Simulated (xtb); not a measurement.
xtb 6.7.1, GFN2-xTB: Ge(H)(Et)(NMe2)2 (C[CH2][GeH]([N](C)C)[N](C)C), 27 atoms. The geometry is a generated start, not checked to be a minimum at this level.

```yaml
method: GFN2-xTB
"--acc": 1 (default)
"--etemp (K)": 300 (default)
detailed input (--input): "none: ANC optimiser, Lindh (1995) Hessian, microcycle=20, maxdispl=1.0, hlow=0.01 (default)"
basis_functions: 60
valence_electrons: 56
```

```xyz
27

Ge     0.3711     0.0627     0.5395
C      2.0625     0.0872    -0.5311
C      2.8398    -1.2196    -0.6046
N     -0.4922     1.6555     0.3645
C     -0.7170     2.2804    -0.9168
C     -0.9513     2.4548     1.4731
N     -0.7183    -1.2923    -0.1195
C     -2.1374    -1.0912    -0.3168
C     -0.4141    -2.6617     0.2321
H      0.6238    -0.0497     2.0481
H      1.8080     0.4084    -1.5431
H      2.6972     0.8655    -0.1020
H      2.2415    -1.9940    -1.0785
H      3.1214    -1.5601     0.3895
H      3.7479    -1.0854    -1.1910
H     -0.3781     1.6162    -1.7091
H     -0.1759     3.2323    -0.9980
H     -1.7829     2.4884    -1.0734
H     -0.7682     1.9189     2.4015
H     -0.4284     3.4183     1.5126
H     -2.0252     2.6590     1.3924
H     -2.4768    -1.6823    -1.1737
H     -2.7284    -1.3934     0.5575
H     -2.3259    -0.0404    -0.5191
H     -0.6222    -3.3187    -0.6162
H     -1.0080    -3.0091     1.0861
H      0.6372    -2.7495     0.4958
```

The structure is relaxed from this start with --opt LEVEL for the levels crude, sloppy, loose, lax, normal, tight, vtight, extreme, once each. Up to the end of the extreme run atoms move by at most 1.7 Å along an axis.

Question: Choose the cheapest level whose final energy lies within 1 meV of that of extreme.

Answer: normal: 59 cycles against 77, ending 0.19 meV above.

| level | cycles | energy above the extreme run (meV) | gradient norm (eV/Å) |
|---|---|---|---|
| crude | 1 | 120 | 0.16 |
| sloppy | 1 | 120 | 0.16 |
| loose | 1 | 120 | 0.16 |
| lax | 4 | 120 | 0.12 |
| normal | 59 | 0.19 | 0.033 |
| tight | 62 | 0.10 | 0.022 |
| vtight | 76 | under 0.01 | 0.0016 |
| extreme | 77 | — | 0.0010 |
